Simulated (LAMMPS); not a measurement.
MD of Si (diamond structure) at zero pressure, 1728 atoms, as a crystal; each row is its own run.

Computed with classical MD, pair style tersoff, file Si.tersoff; code LAMMPS.

```csv
T (K),enthalpy (eV/atom)
200,-4.5782
300,-4.5515
760,-4.4272
1010,-4.3588
1520,-4.2242
1770,-4.1557
```

### Question
Fit a straight line, y = a + b x, to these rows (x is the first column, y the second) and predict the run at x = 1270.

### Answer
Least squares gives a = -4.6317 and b = 0.0002688. At x = 1270 the fit predicts -4.2903 eV/atom. The run itself gave -4.2899 ± 0.0003 eV/atom, so the fit is 0.4 meV/atom low.

Caution (rows 1270; 1520; 1770): a run this short can hold a crystal over, or a liquid under, the potential's own melting point, which these runs don't give.

Caution (row 1770): this crystal lies over the measured melting point of 1687 K, so it is superheated or the potential melts high.
